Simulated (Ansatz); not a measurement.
# Response to strain in In2S3

Consider In₂S₃ in the corundum structure (space group R-3c, No. 167; a = 6.574 Å, c = 17.608 Å (hexagonal axes); a cell from a computed database, its experimental status unchecked).

Strains are applied to the cell and any free atomic positions relax.

Calculations: PBEsol (Ansatz, a first-principles code), no SOC.

Computed cases, in order: the unstrained base; isotropic strain +0.42 %; isotropic strain +0.62 %; isotropic strain +5.27 %.

Question: Between which two neighbouring cases does the band gap open or close?

Answer: Between isotropic strain +0.62 % (0.32 eV) and isotropic strain +5.27 % (zero). The whole series: the unstrained base: 0.45 eV; isotropic strain +0.42 %: 0.36 eV; isotropic strain +0.62 %: 0.32 eV; isotropic strain +5.27 %: zero.

A case with no gap was solved on a k-mesh chosen for an insulator, which is coarse for it. No phonon test of stability was made. The final runs are not spin-polarised. The zero or small gap of In2S3 under isotropic strain +5.27 % can change with the level of theory.
